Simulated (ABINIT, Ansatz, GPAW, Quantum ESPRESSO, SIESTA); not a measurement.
Code comparison for Zn (P6_3/mmc, 4 atoms in the cell)

Self-consistent single point.

```
CELL_PARAMETERS angstrom
      2.83140     0.00000     0.00000
     -1.41570     2.45206     0.00000
      0.00000     0.00000     9.11004
ATOMIC_POSITIONS crystal
  Zn 0.00000 0.00000 0.00000
  Zn 0.00000 0.00000 0.50000
  Zn 0.33333 0.66667 0.25000
  Zn 0.66667 0.33333 0.75000
```

All programs got the same cell, k-point mesh and kind of occupations (in Ansatz's words: kpoints.mp_grid.grid = 13 13 4; scf.occupations.method = gaussian; scf.occupations.width = 0.02 Ry); potentials, basis and cutoffs are each program's usual ones.

```
code                                                                                                                                model  pressure (GPa)  k-points       cutoff
----------------  -----------------------------------------------------------------------------------------------------------------------  --------------  --------  -----------
SIESTA            GGA PBE, numerical atomic orbitals DZP, PseudoDojo PBE standard norm-conserving potentials (rewritten from UPF to PSML)          -11.81       345  grid 300 Ry
ABINIT                                                                                                        PBE, PAW (JTH v2.0 PBE PAW)           -2.95        63        60 Ry
Ansatz                                                                                                             PBE, default PAW files           -2.91        63      default
Quantum ESPRESSO                                                                                PBE, PSlibrary PAW (PBE) pseudopotentials           -4.96        63        50 Ry
GPAW                                                                                         PBE, GPAW PAW datasets PBE (gpaw-data 1.0.1)           -3.01        63       800 eV
```

The spread over the programs that give each value: pressure within 8.90 GPa.

The starting cell was generated: these elements placed on a structure prototype, without a prior relaxation; it need not be a known phase or ordering of this composition. Its lattice was rescaled by a random factor within 2.5 % of one.

### Question
Why do the programs differ, and what cannot be compared?

### Answer
Differences of this kind can come from the potentials, where these differ, and from what each basis and cutoff leave unconverged. The valence holds different numbers of electrons (SIESTA 80, ABINIT 48, Ansatz (a quantum-chemistry and plane-wave program) 48, Quantum ESPRESSO 48, GPAW 48). The zero of total energies and Fermi levels follows the potentials and each program's conventions, so they are not compared here. SIESTA uses small atom-centred bases, whose incompleteness enters pressures, forces and empty levels differently from a plane-wave cutoff. Ansatz's pressure is given at a fixed set of plane waves, as the other plane-wave codes print theirs; with its correction for the finite basis it is -2.80 GPa. Ansatz's smearing width was typed in Ry to four decimals, so it matches the others to a few per cent. The programs reduce the same mesh by symmetry to different extents, which changes the work and not the result. In the pressure, SIESTA (by 8.83) and Quantum ESPRESSO (by 1.98) lie more than 1 GPa from the median of the plane-wave programs.

Left out of this page: Elk and FLEUR (not drawn, or without a comparable value).

Keys are those of Ansatz 0.2.
